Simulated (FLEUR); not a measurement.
**FLEUR run on NiSi₂ (Fm-3m, 3 atoms in the cell): self-consistent single point**

Level of theory: FLEUR with PBE, all-electron FLAPW (FLEUR), scalar-relativistic valence.

Input:

Input of the input generator:

```
NiSi2 FLAPW
&input film=f /
-0.0000000000 5.1710049935 5.1710049935
5.1710049935 -0.0000000000 5.1710049935
5.1710049935 5.1710049935 0.0000000000
1.0
1.0 1.0 1.0

3
14 0.2500000000 0.2500000000 0.2500000000
14 0.7500000000 0.7500000000 0.7500000000
28 0.0000000000 0.0000000000 0.0000000000

&comp jspins=1 /
&kpt div1=14 div2=14 div3=14 gamma=t /
&end /
```

```xml
<?xml version="1.0" encoding="UTF-8" standalone="no"?>
<fleurInput fleurInputVersion="0.39">
   <comment>
      NiSi2 FLAPW                                                                                         
   </comment>
   <calculationSetup>
      <cutoffs Kmax="4.0" Gmax="12.0" GmaxXC="12.0" numbands="0"/>
      <scfLoop itmax="80" minDistance="0.00001" maxIterBroyd="40" imix="Anderson" alpha="0.05" precondParam="0.0" spinf="2.0"/>
      <coreElectrons ctail="T" frcor="F" kcrel="0" coretail_lmax="0"/>
      <xcFunctional name="pbe" relativisticCorrections="F"/>
      <magnetism jspins="1"/>
      <soc l_soc="F" theta="0.0" phi="0.0" spav="F"/>
      <expertModes spex="0" secvar="F"/>
      <geometryOptimization l_f="T" forcealpha="1.0" forcemix="BFGS" epsdisp="0.00001" epsforce="0.00001"/>
      <ldaU l_linMix="F" mixParam="0.05" spinf="1.0"/>
   </calculationSetup>
   <cell>
      <bzIntegration valenceElectrons="24.0" mode="hist" fermiSmearingEnergy="0.00183747">
         <kPointListSelection listName="default-1"/>
         <!-- k-points included here -->
         <xi:include xmlns:xi="http://www.w3.org/2001/XInclude" href="kpts.xml"> </xi:include>
      </bzIntegration>
      <!-- symmetry operations included here -->
      <xi:include xmlns:xi="http://www.w3.org/2001/XInclude" href="sym.xml"> </xi:include>
      <bulkLattice scale="1.0">
         <bravaisMatrix>
            <row-1>    0.0000000000000000     5.1710049935000004     5.1710049935000004</row-1>
            <row-2>    5.1710049935000004     0.0000000000000000     5.1710049935000004</row-2>
            <row-3>    5.1710049935000004     5.1710049935000004     0.0000000000000000</row-3>
         </bravaisMatrix>
      </bulkLattice>
   </cell>
   <atomSpecies>
      <species name="Silicon (Si)" element="Si" atomicNumber="14">
         <mtSphere radius="1.65" gridPoints="569" logIncrement="0.02"/>
         <atomicCutoffs lmax="6" lnonsphr="4"/>
         <electronConfig flipSpins="F">
            <coreConfig>(1s1/2) (2s1/2) (2p1/2) (2p3/2)</coreConfig>
            <valenceConfig>(3s1/2) (3p1/2) (3p3/2)</valenceConfig>
            <stateOccupation state="(3p1/2)" spinUp="0.3333333333333" spinDown="0.3333333333333"/>
            <stateOccupation state="(3p3/2)" spinUp="0.6666666666667" spinDown="0.6666666666667"/>
         </electronConfig>
         <energyParameters s="3" p="3" d="3" f="4"/>
      </species>
      <species name="Nickel (Ni)" element="Ni" atomicNumber="28">
         <mtSphere radius="2.53" gridPoints="873" logIncrement="0.014"/>
         <atomicCutoffs lmax="10" lnonsphr="8"/>
         <electronConfig flipSpins="F">
            <coreConfig>(1s1/2) (2s1/2) (2p1/2) (2p3/2) (3s1/2)</coreConfig>
            <valenceConfig>(3p1/2) (3p3/2) (4s1/2) (3d3/2) (3d5/2)</valenceConfig>
            <stateOccupation state="(3d3/2)" spinUp="1.6" spinDown="1.6"/>
            <stateOccupation state="(3d5/2)" spinUp="2.4" spinDown="2.4"/>
         </electronConfig>
         <energyParameters s="4" p="4" d="3" f="4"/>
         <lo type="SCLO" l="1" n="3" eDeriv="0"/>
      </species>
   </atomSpecies>
   <atomGroups>
      <atomGroup species="Silicon (Si)">
         <relPos label="                   1">1.000/4.000 1.000/4.000 1.000/4.000</relPos>
         <relPos label="                   2">-1.000/4.000 -1.000/4.000 -1.000/4.000</relPos>
         <force calculate="T" relaxXYZ="TTT"/>
      </atomGroup>
      <atomGroup species="Nickel (Ni)">
         <relPos label="                   3">.0000000000 .0000000000 .0000000000</relPos>
         <force calculate="T" relaxXYZ="TTT"/>
      </atomGroup>
   </atomGroups>
   <output dos="F" band="F" slice="F">
      <checks vchk="F" cdinf="F"/>
      <bandDOS minEnergy="-.5*Htr" maxEnergy="0.5*Htr" sigma="0.015" storeEVData="T"/>
      <vacuumDOS vacdos="F" integ="F" star="F" nstars="0" locx1="0.0" locy1="0.0" locx2="0.0" locy2="0.0" nstm="0" tworkf="0.0"/>
      <unfoldingBand unfoldBand="F" supercellX="1" supercellY="1" supercellZ="1"/>
      <plotting iplot="0" polar="F">
         <plot TwoD="T" vec1="  1.0  0.0  0.0" vec2="  0.0  1.0  0.0" vec3="  0.0  0.0  1.0" zero="  0.0  0.0  0.0" file="plot"/>
      </plotting>
      <chargeDensitySlicing numkpt="0" minEigenval="0.0" maxEigenval="0.0" nnne="0" pallst="F"/>
      <specialOutput eonly="F"/>
      <magneticCircularDichroism mcd="F" energyLo="-10.0" energyUp="0.0"/>
   </output>
  <!-- We include the file relax.xml here to enable relaxations (see documentation) -->
  <xi:include xmlns:xi="http://www.w3.org/2001/XInclude" href="relax.xml"> <xi:fallback/> </xi:include>
</fleurInput>
```

The program printed (abridged):

```
      Welcome to FLEUR        (www.flapw.de)
      MaX-Release 8.1          (www.max-centre.eu)

 ========== k-point set info ==========
 Selected k-point list: default-1
 k-point list type: mesh
 14 x 14 x 14
 Number of k points: 104

 ------------Calculation Setup---------------------------
           1           2           4           8          13          26          52         104
 Number of basis functions:          316
 Iteration:     1   Distance:      15.16769117 me/bohr^3
 Iteration:     2   Distance:      10.46686968 me/bohr^3
 Iteration:     3   Distance:       7.97726617 me/bohr^3
 Iteration:     4   Distance:       8.89530977 me/bohr^3
 Iteration:     5   Distance:      12.17758428 me/bohr^3
 Iteration:     6   Distance:       3.28591732 me/bohr^3
   [... 7 lines left out ...]
 Iteration:    14   Distance:       0.00023209 me/bohr^3
 Iteration:    15   Distance:       0.00006437 me/bohr^3
 Iteration:    16   Distance:       0.00001954 me/bohr^3
 Iteration:    17   Distance:       0.00001015 me/bohr^3
 Iteration:    18   Distance:       0.00000267 me/bohr^3

 Run finished successfully
 Stop message:
   Structural relaxation: Done

[file out, last iteration]
             iter=     19
          p o t e n t i a l   g e n e r a t o r
[...]
          integral of pseudo charge density inside the slab=        0.000000   0.000000
     coulomb potential in the interstitial region:
          density-coulomb potential integrals
          total density-coulomb potenti    -3176.0935293460
          density-effective potential integrals for spin  1
          total density-effective poten   -3.3127339460E+03
          charge density-energy density integrals
          total charge density-energy d   -1.0542149808E+02
 Updated energy parameters for spin:           1
  Atom    1 3s branch from -4.57 to  3.04 htr. ; e_l = -0.2695
  Atom    1 3p branch from -2.95 to  3.45 htr. ; e_l = -0.1258
  Atom    1 3d branch from -9.99 to  3.31 htr. ; e_l =  0.0451
  Atom    1 4f branch from -9.99 to  6.90 htr. ; e_l =  0.2072
  Atom    2 4s branch from -3.47 to  1.21 htr. ; e_l =  0.1214
  Atom    2 4p branch from -2.01 to  1.74 htr. ; e_l =  0.2566
  Atom    2 3d branch from -9.99 to  0.32 htr. ; e_l =  0.2401
  Atom    2 4f branch from -9.99 to  3.10 htr. ; e_l =  0.5730
  Atom    2 3p branch from-30.43 to -2.01 htr. ; e_l(l -2.0195
[...]
 fermi energy and band-weighting factors:
at   0.00000   0.00000   0.00000   k-weight:    0.000364
   19 eigenvalues :
   -2.018717   -2.018717   -2.018717   -0.131235    0.182820    0.182820    0.182820    0.243956
    0.243956    0.343896    0.427953    0.427953    0.427953    0.450923    0.450923    0.450923
    0.535972    0.535972    0.535972
   [... 2 blocks of this kind left out ...]

[...]
FERMIE:
          first approx. to ef    (T=0)  :   0.366885 htr   (energy of the highest occ. eigenvalue)
          number of occ. states  (T=0)  :       1244
          first approx. to seigv (T=0)  :  -8.719228 htr
          sum of weights of occ. states :  12.000364
          sum of semicore charge        :   0.000000 e
FERHIS:  Fermi-Energy by histogram:
          bandgap                     :   0.000317 htr
          charge neutrality (T=0)     :   0.000729    (zero if the highest occ. eigenvalue is "entirely" occupied)
     EF_NEWTON:  Adjust Fermi-Energy by Newton-Method.
               Number of iterations needed  :   5
               The error in the weight is   : -0.55511E-16
               The error in ef is           :  0.51563E-17 htr
     -->  new fermi energy            :   0.365749 htr
          valence charge              :  24.000000 e
          actual charge blw ef-8kt    :  23.682945 e
          actual charge blw ef+8kt    :  24.000000 e
          number of occ. states       :      1269
          sum of the valence weights  :   12.000000
          entropy         :   0.134631 *kb htr/K =   0.00000 htr/K
          sum of val. single particle energies:        -8.7193917917 htr
 Direct bandgap for spin            1 :    1.3378461012471754E-002  Htr
 at k-point           11  with k-vector    0.0000000000000000        7.1428571428571425E-002  0.21428571428571427
          valence density: spin= 1
[...]
     l-like charge
     atom     s        p        d        f        total
 -->  1    0.44316  0.43148  0.04558  0.00209    0.92253
 -->  2    0.65891  6.95824  8.64558  0.03796   16.30829
          total charge for spin  1=   24.000000
          interst. charge =       5.846647
          mt charge=              0.922534   16.308285
          total charge  =   24.000000
          z= 14.     r(1)=  0.192264E-04     dx= 0.020000     m.t.index= 569
               n    l     j    energy       weight
               1.   0.   0.5  -65.0982      2.0000
               2.   0.   0.5   -4.5981      2.0000
               2.   1.   0.5   -2.9987      2.0000
               2.   1.   1.5   -2.9749      4.0000
          atom type    1  (spin 1)
          kinetic energy=  0.285491280156E+03     sum of the eigenvalues= -0.157289718657E+03
          0.02070869  electrons lost from core.
          z= 28.     r(1)=  0.126256E-04     dx= 0.014000     m.t.index= 873
               n    l     j    energy       weight
               1.   0.   0.5 -301.1205      2.0000
               2.   0.   0.5  -35.4683      2.0000
               2.   1.   0.5  -30.8600      2.0000
               2.   1.   1.5  -30.2175      4.0000
               3.   0.   0.5   -3.4744      2.0000
          atom type    2  (spin 1)
          kinetic energy=  0.138657962536E+04     sum of the eigenvalues= -0.862716328885E+03
          0.00014975  electrons lost from core.
          total charge for spin  1=   56.000000
          interst. charge =       5.887482
          mt charge=             10.901821   28.308877
          total charge  =   56.000000
          zc=    56.000000     qfix=    1.000000
     t o t a l  e n e r g y
          sum of eigenvalues =             -1186.0151579903
          density-coulomb potential int    -3176.0935293460
          density-effective potential i    -3312.7339460116
          charge density-ex.-corr.energ     -105.4214980784
          el.-nucl. inter. diff. m.t.        675.0668014993
          Madelung term for atom type:       -24.2237754073
          el.-nucl. inter. diff. m.t.       1832.4730442449
          Madelung term for atom type:        -2.4288110826
 ---->    total energy=                    -2100.9419069643 htr
 ---->    (input%tkb*entropy) TS=              0.0002473798 htr
 ---->    free energy=                     -2100.9421543441 htr
      extrapolation for T->0
 ---->    total electron energy=           -2100.9420306542 htr
 ***** TOTAL FORCES ON ATOMS *****
 TOTAL FORCE FOR ATOM TYPE=  1  X=  2.586   Y=  2.586   Z=  2.586
                       FX_TOT= 0.000000 FY_TOT= 0.000000 FZ_TOT= 0.000000
 TOTAL FORCE FOR ATOM TYPE=  2  X=  0.000   Y=  0.000   Z=  0.000
                       FX_TOT= 0.000000 FY_TOT= 0.000000 FZ_TOT= 0.000000
 Structural relaxation: Done
```

The run converged in 18 iterations. FLEUR gives forces in its relaxation mode, with a further iteration, so its stop message speaks of a relaxation.

The starting cell has typed, rounded lattice constants, without a prior relaxation at this level. Its lattice was rescaled by a random factor within 2.5 % of one. Spin polarisation is off. Values depend on the basis (sphere radii, cutoffs, local orbitals), which need not be converged. The log's line on a gap gives a spacing of levels on this mesh, which the program prints for metals too.

Cost on one core of a shared machine: roughly 2 min.
